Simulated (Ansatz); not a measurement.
```
CELL_PARAMETERS angstrom
      4.48656     0.00000     0.00000
     -2.24328     3.88547     0.00000
      0.00000     0.00000     7.33703
ATOMIC_POSITIONS crystal
  Ag 0.33333 0.66667 0.00258
  Ag 0.66667 0.33333 0.50258
  I  0.33333 0.66667 0.37732
  I  0.66667 0.33333 0.87732
```

Relaxed-ion tensors in this frame from LDA density-functional theory in Ansatz (plane waves, PAW). Proper piezoelectric stress tensor e (C/m²):

```
 0.00   0.00   0.00   0.00  -0.10   0.00
 0.00   0.00   0.00  -0.10   0.00   0.00
-0.13  -0.13   0.20   0.00   0.00   0.00
```

Stiffness C (GPa):

```
50.6  37.5  34.3   0.0   0.0   0.0
37.5  50.6  34.3   0.0   0.0   0.0
34.3  34.3  57.3   0.0   0.0   0.0
 0.0   0.0   0.0   6.0   0.0   0.0
 0.0   0.0   0.0   0.0   6.0   0.0
 0.0   0.0   0.0   0.0   0.0   6.5
```

Another polymorph of this substance is known too; which is more stable was not tested here. Spin-orbit coupling is not included.

Obtain the piezoelectric strain tensor d.

d = e S with S = C⁻¹, in pC/N:

```
  0.0    0.0    0.0    0.0  -16.7    0.0
  0.0    0.0    0.0  -16.7    0.0    0.0
 -5.3   -5.3    9.8    0.0    0.0    0.0
```
Away from Γ the polar cell without biaxial strain shows no imaginary mode on a 2×2×2 mesh.

Ansatz is a first-principles code.
